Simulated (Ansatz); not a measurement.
Consider TlCl in the NiAs type structure (space group P6_3/mmc, No. 194; a hypothetical phase, not in the database extracts checked).

```yaml
crystal:
  lattice:
    - [4.34686, 0.00000, 0.00000]
    - [-2.17343, 3.76449, 0.00000]
    - [0.00000, 0.00000, 7.72556]
  atoms:
    - { symbol: Tl, position: [0.00000, 0.00000, 0.00000] }
    - { symbol: Tl, position: [0.00000, 0.00000, 0.50000] }
    - { symbol: Cl, position: [0.33333, 0.66667, 0.25000] }
    - { symbol: Cl, position: [0.66667, 0.33333, 0.75000] }
```

Cartesian axes are those of the cell as printed.

Calculations: PBEsol (Ansatz, a program for electronic structure), spin-orbit coupling left out.

Modification: tensor shear ε_xz = −1.57 % (engineering shear γ = -0.0314), atoms relaxed at fixed cell.

Question: Predict the stress tensor and what it implies for the stiffness.

Answer: Stress of the strained cell less that of the base (GPa, compression positive):
```
   0.04    0.00    0.43
   0.00    0.03    0.00
   0.43    0.00    0.04
```

Then −Δσ/γ with γ = 2ε = -0.0314 gives secant stiffness values (nonlinear terms included at this strain): C55 ≈ 14 GPa.

Whether these cells are dynamically stable was not tested.
